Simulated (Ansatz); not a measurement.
The parent structure is C in the diamond structure (space group Fd-3m, No. 227; a = 3.554 Å). Axes: x, y, z lie along the cube axes.

One thing is altered: uniaxial strain ε_xx = +1.27 %, all other strain components held at zero; the atoms relax in the strained cell.

Levels (all Ansatz, a program for electronic structure, PAW): PBEsol (420 eV, no spin-orbit coupling); r2SCAN (500 eV, no spin-orbit coupling); HSE06 (420 eV, scalar-relativistic without spin-orbit coupling).

One geometry, relaxed with PBEsol, under each level:

| level | band gap | lowest conduction level above the VBM at special points | electron mass | pressure |
|---|---|---|---|---|
| PBEsol | 3.84 eV | X 4.44 eV; M 4.74 eV; Γ 5.42 eV; S₀ 5.71 eV | 1.6 mₑ along k, 0.29 mₑ across (off the special points) | -5.54 GPa |
| r2SCAN | ? | ? | ? | ? |
| HSE06 | 5.11 eV | X 5.74 eV; M 6.05 eV; Γ 6.85 eV | – | – |

Task: Give the withheld r2SCAN results.

Result: 
- r2SCAN, band gap: 4.18 eV
- r2SCAN, lowest conduction level above the VBM at special points: X 4.85 eV; M 5.16 eV; Γ 5.75 eV; S₀ 6.17 eV
- r2SCAN, electron mass: 1.5 mₑ along k, 0.28 mₑ across (off the special points)
- r2SCAN, pressure: -3.17 GPa

Single points use the geometry relaxed with PBEsol. Their cutoffs differ, which shifts pressures a little. The hybrid gap comes from the SCF mesh plus the semilocal run's edge points and a few special points and is an upper bound. Masses are band curvatures over ±0.01 Å⁻¹ around the edge. Along k means along the line from Γ to the band edge. Stability against distortions was not tested. k-point labels follow each cell's own Brillouin zone.
